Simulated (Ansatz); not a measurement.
ZnCu2GeS4 (model structure, started from the kesterite type, I-4, No. 82, 8 atoms in the cell) was calculated with PBEsol (PAW; Ansatz, a program for electronic structure).

Run with plane-wave cutoff 500 eV, 10×10×10 k mesh, Fermi–Dirac smearing 0.05 eV, no spin polarisation, scalar-relativistic PAW data made under PBE.

Cell (relaxed at this level):

```
CELL_PARAMETERS angstrom
     -2.63318     2.63318     5.24327
      2.63318    -2.63318     5.24327
      2.63318     2.63318    -5.24327
ATOMIC_POSITIONS crystal
  Cu 0.00000 0.00000 0.00000
  Cu 0.75000 0.25000 0.50000
  Zn 0.25000 0.75000 0.50000
  Ge 0.50000 0.50000 0.00000
  S  0.63052 0.62088 0.49866
  S  0.12221 0.13186 0.50134
  S  0.37912 0.87779 0.00965
  S  0.86814 0.36948 0.99035
```

Problem. Estimate the band gap that the calculation returns.

Solution. 
band gap: 0.60 eV (on the SCF k mesh)

Note: the relaxation could raise the start's symmetry but not lower it, so the cell can be a saddle point.

Spin–orbit coupling is not included.

It cost roughly 11 core-minutes of CPU time.

A model structure was made by putting elements into a prototype or built by hand; it is no filed structure, need not be a known phase, and can be a saddle point held by its symmetry.
